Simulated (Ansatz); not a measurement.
Al: response to strain

Base system: Al in the fcc (Cu type) structure (space group Fm-3m, No. 225; a = 3.992 Å; relaxed with 0.1 eV smearing). Axes: x, y, z lie along the cube axes.

Strains are applied to the cell and any free atomic positions relax; under biaxial strain the out-of-plane vector relaxes too; under stress the whole cell relaxes.

Calculations: r2SCAN (Ansatz, a first-principles code), without spin-orbit coupling, earlier PAW set.

Notes on the quantities. pressure: mean of the normal stresses, compression positive.

| change | shortest interatomic distance | pressure |
|---|---|---|
| base | 2.823 Å | 0.0 GPa |
| biaxial strain +0.32 %, plane normal [001], relaxed out of plane | 2.823 Å | -0.3 GPa |
| biaxial strain +2.92 %, plane normal [001], relaxed out of plane | 2.828 Å | -2.4 GPa |
| biaxial strain −2.15 %, plane normal [110], relaxed out of plane | 2.762 Å | 2.6 GPa |
| isotropic strain −3.26 % | 2.731 Å | 11.5 GPa |
| uniaxial strain ε_yy = +0.31 % | 2.823 Å | -0.3 GPa |
| uniaxial strain ε_yy = +3.15 % | 2.823 Å | -2.6 GPa |
| tensor shear ε_xy = +3.76 % | 2.717 Å | 0.7 GPa |
| uniaxial stress, 2 GPa compression along x | 2.805 Å | – |
| uniaxial stress, 2 GPa tension along x | 2.802 Å | – |

Stability under load was not tested beyond the relaxation.
